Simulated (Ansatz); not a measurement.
Effect of isotropic strain +2.00 % on SrO

Take SrO in the rock salt structure (space group Fm-3m, No. 225; a = 5.195 Å) as the base.

The change: the cell is scaled by 1.0200 in all directions, atoms relaxed at fixed cell.

All numbers come from PBE/PAW in Ansatz (a program for electronic structure), without spin-orbit coupling. Settings: 11×11×11 k-points, 0.05 eV Fermi–Dirac smearing.

```tsv
quantity	base	changed	shift
volume per atom	17.52 Å³	18.60 Å³	+1.073 Å³
space group	Fm-3m (No. 225)	Fm-3m (No. 225)	–
shortest interatomic distance	2.597 Å	2.649 Å	+0.052 Å
energy relative to the base (free energy F)	0 meV/atom	+16 meV/atom	+16 meV/atom
pressure	0.00 GPa	-4.39 GPa	-4.399 GPa
band gap	3.33 eV	3.34 eV	+0.01 eV
gap character	indirect, Γ → X	indirect, Γ → X	–
smallest direct gap	3.42 eV	3.39 eV	-0.03 eV
mean gap deformation potential ΔEg/Δln V	–	+0.2 eV	–
width of the top valence band	1.05 eV	0.95 eV	-0.10 eV
electron mass	1.2 mₑ along k, 0.41 mₑ across (at X)	1.2 mₑ along k, 0.42 mₑ across (at X)	–
valley order (the lowest conduction-band minima on the path, energy above the VBM, named in the base's zone)	X along ⟨100⟩ 3.33 eV; Γ 3.79 eV	X along ⟨100⟩ 3.34 eV; Γ 3.39 eV	–
```

Final structure:

```yaml
crystal:
  lattice:
    - [0.00000, 2.64941, 2.64941]
    - [2.64941, 0.00000, 2.64941]
    - [2.64941, 2.64941, 0.00000]
  atoms:
    - { symbol: Sr, position: [0.00000, 0.00000, 0.00000] }
    - { symbol: O, position: [0.50000, 0.50000, 0.50000] }
```

Masses are band curvatures over ±0.01 Å⁻¹ around the edge. Along k means along the line from Γ to the band edge. No phonon test of stability was made.
